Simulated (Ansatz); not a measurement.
Start from InSb (space group Cmcm, No. 63; a = 6.009 Å, b = 6.245 Å, c = 17.309 Å; a cell from a computed database, its experimental status unchecked).

Level of theory: Kohn–Sham DFT with the PBEsol functional, run in Ansatz (a program for electronic structure) with PAW and 420 eV plane waves, no SOC.

Before the change:

The volume per atom is 27.07 Å³.

The change: a hydrostatic pressure of 0.3 GPa.

### Question
Predict the new volume per atom.

### Answer
The volume per atom drops by 0.173 Å³ to 26.89 Å³.

Load acts through the strain it causes; cell and atoms are relaxed under it. Whether these cells are dynamically stable was not tested. All final runs are without spin polarisation. This is not the structure that InSb has at room temperature and ambient pressure.
